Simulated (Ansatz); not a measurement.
**SiC under a change: uniaxial strain ε_zz = −1.73 %**

Consider SiC (space group P6_3mc, No. 186; a = 3.094 Å, c = 10.129 Å). Axes: x lies along a and z along c of the hexagonal cell.

One thing is altered: the cell is compressed by 1.73 % along z with no lateral relaxation, atoms relaxed at fixed cell.

The values are results of PBE, PAW, 420 eV (Ansatz, a first-principles code; no SOC), earlier PAW set, not measurements. Settings: 12×12×4 k-points, 0.05 eV Fermi–Dirac smearing.

| quantity | base | changed | shift |
|---|---|---|---|
| volume per atom | 10.50 Å³ | 10.32 Å³ | -0.18 Å³ |
| space group | P6_3mc (No. 186) | P6_3mc (No. 186) | – |
| energy relative to the base (free energy F) | 0 meV/atom | +5.4 meV/atom | +5.4 meV/atom |
| pressure (mean of the normal stresses, compression positive) | 0.00 GPa | 3.85 GPa | +3.85 GPa |
| band gap | 2.22 eV | 2.21 eV | -0.016 eV |
| gap character | indirect, Γ → M | indirect, Γ → M | – |
| width of the top valence band | 2.43 eV | 2.44 eV | +0.01 eV |
| hole mass | – | 0.22 mₑ along z, 1.8 mₑ across (at Γ) | – |
| valence-band top at Γ (three highest levels, from the VBM) | 0.00, 0.00, -0.05 eV | 0.00, -0.12, -0.12 eV | – |
| stress (xx, yy, zz, yz, xz, xy; compression positive) | – | (1.00, 1.00, 9.55, 0.00, 0.00, 0.00) GPa | – |

Final structure:

```
CELL_PARAMETERS angstrom
      3.09412     0.00000     0.00000
     -1.54706     2.67959     0.00000
      0.00000     0.00000     9.95394
ATOMIC_POSITIONS crystal
  Si 0.00000 0.00000 0.00085
  Si 0.00000 0.00000 0.50085
  Si 0.66667 0.33333 0.75068
  Si 0.33333 0.66667 0.25068
  C  0.00000 0.00000 0.81240
  C  0.00000 0.00000 0.31240
  C  0.66667 0.33333 0.56170
  C  0.33333 0.66667 0.06170
```

Cost of the whole job for the changed cell (relaxation, final SCF and bands): around 60 core-seconds (rough).

Effective masses come from finite differences of ±0.01 Å⁻¹. Stability against distortions was not tested.
